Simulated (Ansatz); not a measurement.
Carrier doping in hypothetical P6_3/mmc PbI2

The parent structure is PbI$_{2}$ (space group P6_3/mmc, No. 194; a hypothetical phase, not in the database extracts checked).

```cif
data_I4Pb2
_chemical_formula_sum 'Pb2 I4'
_space_group_name_H-M_alt 'P 1'
_space_group_IT_number 1
_cell_length_a 4.39769
_cell_length_b 4.39769
_cell_length_c 14.84532
_cell_angle_alpha 90.000
_cell_angle_beta 90.000
_cell_angle_gamma 120.000
loop_
_space_group_symop_operation_xyz
  'x, y, z'
loop_
_atom_site_label
_atom_site_type_symbol
_atom_site_fract_x
_atom_site_fract_y
_atom_site_fract_z
_atom_site_occupancy
Pb1 Pb 0.33333 0.66667 0.75000 1
Pb2 Pb 0.66667 0.33333 0.25000 1
I1 I 0.33333 0.66667 0.11212 1
I2 I 0.66667 0.33333 0.61212 1
I3 I 0.66667 0.33333 0.88788 1
I4 I 0.33333 0.66667 0.38788 1
```

Carriers are added at fixed cell with a uniform background; the Fermi–Dirac width is that of 300 K.

Computed with DFT with PBE-D3(BJ), PAW potentials and a 420 eV plane-wave cutoff in Ansatz (an electronic-structure program), no spin-orbit coupling, earlier PAW set.

Before the change:

The gap between the host's bands is 1.99 eV.

Question: The aim is a gap between the host's bands between 1.61 eV and 1.79 eV. Which of these changes reaches it?
A. holes 5.0×10^21 cm⁻³
B. electrons 2.0×10^21 cm⁻³
C. holes 2.0×10^21 cm⁻³
D. electrons 5.0×10^21 cm⁻³

Answer: B, electrons 2.0×10^21 cm⁻³. It gives 1.71 eV; holes 2.0×10^21 cm⁻³ gives 2.02 eV; holes 5.0×10^21 cm⁻³ gives 2.12 eV; electrons 5.0×10^21 cm⁻³ gives 1.39 eV. Changes not listed may reach it too

Carriers are added with a uniform compensating background; total energy and stress of such cells depend on the potential's zero and are not compared; many-body gap narrowing is missing at this level. Spin-orbit coupling, missing from the scalar runs, can matter with I and Pb. No phonon test of stability was made.
